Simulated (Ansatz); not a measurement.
Band structure of NiPt₃ (Pm-3m, 4 atoms in the cell).

```xyz
4
Lattice="3.8385 0.0000 0.0000 0.0000 3.8385 0.0000 0.0000 0.0000 3.8385" Properties=species:S:1:pos:R:3 pbc="T T T"
Ni     0.0000     0.0000     0.0000
Pt     0.0000     1.9192     1.9192
Pt     1.9192     0.0000     1.9192
Pt     1.9192     1.9192     0.0000
```
Moments meant for the start (each program seeds them in its own way; μB, in the order of the atoms Ni Pt Pt Pt): 2.0 0.0 0.0 0.0.

Method: PBEsol, PAW files made with PBE (plane waves; Ansatz, a first-principles code).

Settings: kpoints.mp_grid.grid = 9 9 9; hamiltonian.xc = pbesol; hamiltonian.pseudopotentials = {kind: paw} (an earlier, softer set of the program's PAW files); magnetization.spin_polarized = true; scf.occupations.method = gaussian; scf.occupations.width = 0.1 eV; kpoints.band_path.npoints = 8.

The starting cell comes from a database of computed structures (which also holds hypothetical and non-ambient phases and stackings), without a prior relaxation at this level. Its lattice was rescaled by a random factor within 2.5 % of one. Spin-orbit coupling is off. With one magnetic atom in the cell only a parallel order is possible.

Levels in eV from the Fermi level, bands 34 to 41 of the first spin channel:
```tsv
point	34	35	36	37	38	39	40	41
Γ	0.25	0.71	0.71	0.71	1.79	1.79	1.79	8.87
X	-1.57	-1.03	-0.73	-0.38	0.71	7.19	7.72	7.72
M	-1.60	-1.60	-1.49	0.47	1.40	2.18	2.18	10.16
R	-0.55	-0.47	-0.36	-0.36	0.24	0.24	0.24	5.61
```

Bands cross the Fermi level along this path, so the cell is metallic at this level.

The net moment of the cell came out as 1.29 μB.

Keys are those of Ansatz 0.2.
